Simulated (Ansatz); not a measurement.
# Formation energy of SrFeO3 (cubic perovskite, Pm-3m) from the elements: levels of theory

Subject: the formation energy of SrFeO3 (cubic perovskite, Pm-3m) from the elements. Reaction: Fe (bcc) + Sr (fcc) + 3/2 O2 (gas) → SrFeO3 (cubic perovskite). Negative: the products are lower in energy. The value is per atom of the solid.

SrFeO3 (cubic perovskite, Pm-3m), 5 atoms in the cell; metallic (partly filled levels) with r2SCAN; spin state with r2SCAN: net moment 3.9 μB a cell. Conventional cell: a = b = c = 3.8272 Å, α = β = γ = 90.00°.

Fe (bcc, Im-3m), 1 atom in the cell; spin state with r2SCAN: net moment 2.6 μB a cell.

Ansatz (a quantum-chemistry and plane-wave program) with PAW potentials; structures come from r2SCAN relaxations, nuclei static, no net charge. Ansatz runs with its default PAW set. Other levels take these structures. The lattices are those relaxed with r2SCAN, so at other levels the solids can be strained, which adds to the spread. A dispersion term (D3(BJ), or D4 for r2SCAN) was computed beside these levels and is taken off wherever the name lacks it. No Hubbard U is applied. No search over spin orders was made beyond those shown. Where moments are parallel, another order may lie lower. The state moves with the level: SrFeO3 (cubic perovskite) has a net moment of 3.4 μB with LDA and 3.9 μB with r2SCAN; Fe (bcc) has a net moment of 2.2 μB with LDA and 2.6 μB with r2SCAN. The state moves with the level: SrFeO3 (cubic perovskite) has a net moment of 3.5 μB with PBEsol and 3.9 μB with r2SCAN; Fe (bcc) has a net moment of 2.2 μB with PBEsol and 2.6 μB with r2SCAN.

```json
[
 {"Method": "LDA", "value (eV/atom)": "?"},
 {"Method": "PBEsol", "value (eV/atom)": "-2.11"},
 {"Method": "r2SCAN", "value (eV/atom)": "-2.28"},
 {"Method": "r2SCAN+D4", "value (eV/atom)": "-2.33"}
]
```

Question: Some entries are withheld; supply them.

Answer: 
- LDA, value (eV/atom): -2.38

The levels span 0.27 eV/atom, from LDA (-2.38) to PBEsol (-2.11).

Rough cost of one single point on SrFeO3 (cubic perovskite), against PBEsol's on the same shared machine and with each level's own mesh and cutoff: r2SCAN about 5 times.
